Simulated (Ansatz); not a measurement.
Structure of amorphous Hf10Al10O35 (periodic cell):

```xyz
55
Lattice="8.7403 0.0000 0.0000 0.0000 8.7403 0.0000 0.0000 0.0000 8.7403" Properties=species:S:1:pos:R:3 pbc="T T T"
Hf     2.3535     5.3743     0.1959
Hf     6.4621     4.8230     4.5873
Hf     3.0473     1.5345     7.6976
Hf     1.2530     8.4833     1.0265
Hf     4.8479     3.4436     1.9020
Hf     6.0406     2.9968     7.1909
Hf     7.8932     7.0013     7.4135
Hf     7.8333     5.8001     1.8001
Hf     6.0411     0.3251     0.4273
Hf     8.5013     1.5276     6.1860
Al     2.8084     5.8069     3.2653
Al     3.0406     7.0088     5.7696
Al     0.5949     2.8996     0.2400
Al     5.3891     7.6813     3.5221
Al     3.8764     1.2236     4.8629
Al     0.6042     4.6859     5.0266
Al     6.5108     1.8452     3.7993
Al     8.2742     7.9781     4.1964
Al     1.7402     2.5884     3.1883
Al     5.1596     5.9234     7.9327
O      1.8651     5.9382     4.8047
O      5.5588     4.8915     6.4606
O      3.3760     6.2134     7.2972
O      5.1992     3.2135     3.8949
O      0.9637     6.8704     8.4003
O      6.8232     6.9202     4.2431
O      0.5211     4.5792     1.0359
O      2.2373     3.3792     8.3072
O      5.3872     0.5113     4.2973
O      0.1856     7.4628     2.6259
O      8.0597     0.9842     4.1079
O      1.1606     2.9857     4.9319
O      0.0357     8.1620     5.9079
O      7.1043     2.9406     5.3102
O      8.1890     5.4271     6.1121
O      2.8409     4.0853     2.6686
O      6.3117     1.9038     1.9925
O      5.6936     7.7437     1.8305
O      2.9465     1.3801     3.4147
O      0.9159     1.8724     1.7128
O      8.3196     4.7255     3.5683
O      4.2643     2.3013     6.2263
O      6.7408     1.0582     7.0509
O      3.1558     0.2134     0.4079
O      4.1136     6.6514     4.2327
O      4.3854     4.8885     0.4510
O      3.0362     0.0373     5.9767
O      7.9440     8.4519     0.3564
O      6.9520     5.6280     8.7125
O      2.5004     6.6853     1.7855
O      4.8848     2.2231     0.0169
O      8.0088     3.0674     7.8158
O      6.0638     4.9938     2.4654
O      5.8017     7.5683     7.6733
O      1.0331     1.1893     7.8338
```

Calculation: PBE, scalar-relativistic without spin-orbit coupling (plane waves to 420 eV, PAW; Ansatz, a first-principles code).

It comes from a melt-quench run on a machine-learned potential (CHGNet), relaxed afterwards by DFT. O atoms were pushed apart under 1.9 Å during the dynamics, to hinder bonds among them. It is the lowest in DFT energy of 2 quenches. It is a model cell: composition and starting density were chosen by hand, and all elements were melted together. No dispersion term was used. Its density started from a set value of 6.50 and ended at 6.50 g/cm³. Cooling (nominally 150 K/ps over its main leg) ran many orders faster than in experiment, which tends to leave more defects and strain. One small periodic cell is one sample of the glass; other quenches scatter about these values. The volume was free in the relaxation, at fixed shape. Stress components on the final sampling reach 3.8 GPa.

Cut-offs for bonds: Hf-Hf 3.34 Å, Hf-Al 3.00 Å, Hf-O 2.56 Å, Al-Al 2.66 Å, Al-O 2.24 Å, O-O 1.58 Å. Two cations that share two anions don't count as bonded, nor two that share one unless they lie closer than Hf-Hf 3.25 Å, Hf-Al 2.92 Å, Al-Al 2.59 Å.

Problem. Give the coordination numbers, mean bond lengths and angles.

Solution. 
```
Quantity                                                         Result
---------------------------------  ------------------------------------
Mean coordination of Hf by anions   6.20 (1 with 5, 6 with 6, 3 with 7)
Mean coordination of Al by anions             4.30 (7 with 4, 3 with 5)
Mean coordination of O             3.00 (3 with 2, 29 with 3, 3 with 4)
Mean Hf-O bond                     2.143 Å (spread 0.100 Å, 62 counted)
Mean Al-O bond                     1.820 Å (spread 0.074 Å, 43 counted)
Bond angle at Hf                              mean 102.4°, spread 29.1°
Bond angle at Al                              mean 108.1°, spread 19.7°
Bond angle at O                               mean 114.8°, spread 17.1°
```

Problem. Which atoms depart from the most common coordination of their element?

Solution. Hf2 has 7 (O22 2.08 Å, O34 2.12 Å, O41 2.12 Å, O26 2.16 Å, O24 2.16 Å, O53 2.17 Å, O35 2.38 Å); Hf4 has 7 (O44 2.06 Å, O25 2.13 Å, O48 2.16 Å, O30 2.18 Å, O40 2.26 Å, O50 2.32 Å, O55 2.42 Å); Hf8 has 5 (O27 2.03 Å, O49 2.04 Å, O53 2.06 Å, O41 2.13 Å, O30 2.15 Å); Hf10 has 7 (O43 2.02 Å, O55 2.11 Å, O33 2.14 Å, O34 2.17 Å, O31 2.19 Å, O52 2.30 Å, O32 2.38 Å); Al13 has 5 (O52 1.77 Å, O40 1.82 Å, O28 1.84 Å, O27 1.86 Å, O55 2.11 Å); Al17 has 5 (O31 1.80 Å, O29 1.81 Å, O37 1.82 Å, O24 1.90 Å, O34 1.96 Å); Al20 has 5 (O54 1.78 Å, O46 1.80 Å, O22 1.84 Å, O23 1.92 Å, O49 1.98 Å); O34 has 4 (Al17 1.96 Å, Hf2 2.12 Å, Hf6 2.16 Å, Hf10 2.17 Å); O38 has 2 (Al14 1.72 Å, Hf9 1.96 Å); O39 has 2 (Al19 1.72 Å, Al15 1.73 Å); O44 has 2 (Hf3 1.97 Å, Hf4 2.06 Å); O51 has 4 (Hf6 2.09 Å, Hf3 2.23 Å, Hf5 2.25 Å, Hf9 2.26 Å); O55 has 4 (Hf3 2.05 Å, Al13 2.11 Å, Hf10 2.11 Å, Hf4 2.42 Å).

Problem. List the pairs of like atoms that count as bonded by the rules above.

Solution. There are none by these rules.

Problem. What Bader charges do the atoms carry, from a run on one k-point at (1/4, 1/4, 1/4)?

Solution. Means (range): Hf +2.62 e (+2.57 to +2.67), Al +2.52 e (+2.51 to +2.53), O -1.47 e (-1.70 to -1.25).
| atom | charge (e) |
|---|---|
| Hf1 | +2.63 |
| Hf2 | +2.61 |
| Hf3 | +2.57 |
| Hf4 | +2.67 |
| Hf5 | +2.62 |
| Hf6 | +2.60 |
| Hf7 | +2.64 |
| Hf8 | +2.62 |
| Hf9 | +2.63 |
| Hf10 | +2.61 |
| Al11 | +2.51 |
| Al12 | +2.52 |
| Al13 | +2.53 |
| Al14 | +2.53 |
| Al15 | +2.52 |
| Al16 | +2.51 |
| Al17 | +2.53 |
| Al18 | +2.52 |
| Al19 | +2.51 |
| Al20 | +2.53 |
| O21 | -1.70 |
| O22 | -1.43 |
| O23 | -1.56 |
| O24 | -1.41 |
| O25 | -1.30 |
| O26 | -1.60 |
| O27 | -1.41 |
| O28 | -1.44 |
| O29 | -1.70 |
| O30 | -1.47 |
| O31 | -1.58 |
| O32 | -1.62 |
| O33 | -1.45 |
| O34 | -1.40 |
| O35 | -1.46 |
| O36 | -1.59 |
| O37 | -1.45 |
| O38 | -1.45 |
| O39 | -1.65 |
| O40 | -1.59 |
| O41 | -1.44 |
| O42 | -1.44 |
| O43 | -1.26 |
| O44 | -1.25 |
| O45 | -1.69 |
| O46 | -1.44 |
| O47 | -1.60 |
| O48 | -1.29 |
| O49 | -1.39 |
| O50 | -1.45 |
| O51 | -1.36 |
| O52 | -1.45 |
| O53 | -1.27 |
| O54 | -1.44 |
| O55 | -1.38 |
